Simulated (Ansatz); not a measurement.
Results of LDA (PAW; Ansatz, an electronic-structure program) for AlB2-type HfB2.

Settings: plane-wave cutoff 520 eV, 24×24×18 k mesh (along the axes of the cell as run), Fermi–Dirac smearing 0.09 eV (set by the program), scalar-relativistic PAW data made under PBE.

Computed at the level's own relaxed cell.

```
HfB2
1.0
    3.10346     0.00000     0.00000
   -1.55173     2.68767     0.00000
    0.00000     0.00000     3.42117
Hf B
1 2
Direct
  0.00000   0.00000   0.00000
  0.66667   0.33333   0.50000
  0.33333   0.66667   0.50000
```

Give the elastic tensor (Voigt notation, GPa, ions relaxed, in the Cartesian axes of the cell as printed).


```
  646.2    70.6   138.2     0.0     0.0     0.0
   70.6   646.2   138.2     0.0     0.0     0.0
  138.2   138.2   489.7     0.0     0.0     0.0
    0.0     0.0     0.0   288.2     0.0     0.0
    0.0     0.0     0.0     0.0   288.2     0.0
    0.0     0.0     0.0     0.0     0.0   287.8
```

Spin–orbit coupling is not included.
